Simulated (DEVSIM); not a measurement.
## double heterostructure, GaAs between p- and n-type In0.49Ga0.51P

Structure: double heterostructure, GaAs between p- and n-type In0.49Ga0.51P, at 250 K.

| layer (left to right) | material | thickness (μm) | Nd (cm⁻³) | Na (cm⁻³) | τn (s) | τp (s) |
|---|---|---|---|---|---|---|
| 1 | In0.49Ga0.51P | 0.590 | - | 4.7e17 | 3.8e-10 | 3.8e-10 |
| 2 | GaAs | 0.0930 | 5.5e14 | - | 3.8e-10 | 3.8e-10 |
| 3 | In0.49Ga0.51P | 0.200 | 2.5e17 | - | 3.8e-10 | 3.8e-10 |

Left contact: ohmic. Right contact: ohmic. Voltage is applied to the left contact. Recombination: SRH at mid-gap, radiative. Mobility is constant in doping.

The device is made up for the run: typed textbook-type constants, with dimensions and the other settings drawn at random. Values at 300 K; Nc and Nv go as T^1.5, mobilities as T to minus their exponent, the gap by Varshni's rule with the affinity fixed.

```
parameter         In0.49Ga0.51P      GaAs
----------------  -------------  --------
gap (eV)                   1.89     1.424
affinity (eV)                 4      4.07
permittivity               11.8      12.9
Nc (cm⁻³)                  9e17    4.7e17
Nv (cm⁻³)                1.3e19      9e18
μn (cm²/Vs)                1500      8500
μp (cm²/Vs)                  80       400
T exponent of μn           1.66       2.1
T exponent of μp              2       2.2
B (cm³/s)                 1e-10     2e-10
Varshni α (eV/K)         0.0005  0.000541
Varshni β (K)               250       204
```

Model (solved in DEVSIM): 1D drift-diffusion, Boltzmann statistics, complete ionisation; no tunnelling, impact ionisation, image-force lowering or self-heating. Band offsets follow the typed affinities; no thermionic-emission limit at abrupt steps, no polarisation charge.

```json
{
 "potential_step_across_the_device_at_zero_bias": "1.822 V",
 "Dark forward voltage at 1 A/cm²": "1.179 V",
 "Dark forward voltage at 100 A/cm²": "1.443 V"
}
```

Dark forward current:

(V (V), J (A/cm²)): (0.05, 1.1e-12); (0.10, 4.7e-12); (0.15, 1.6e-11); (0.25, 1.8e-10); (0.30, 6.0e-10); (0.35, 2.0e-9); (0.40, 6.6e-9); (0.45, 2.2e-8); (0.50, 7.3e-8); (0.60, 8.3e-7); (0.65, 2.8e-6); (0.70, 9.5e-6); (0.75, 3.2e-5); (0.80, 0.00011); (0.90, 0.0014); (0.95, 0.0048); (1.00, 0.017); (1.05, 0.060); (1.10, 0.20); (1.20, 1.5); (1.25, 3.7); (1.30, 9.0); (1.35, 21); (1.40, 50); (1.45, 110); (1.55, 520); (1.60, 1100); (1.65, 2200)
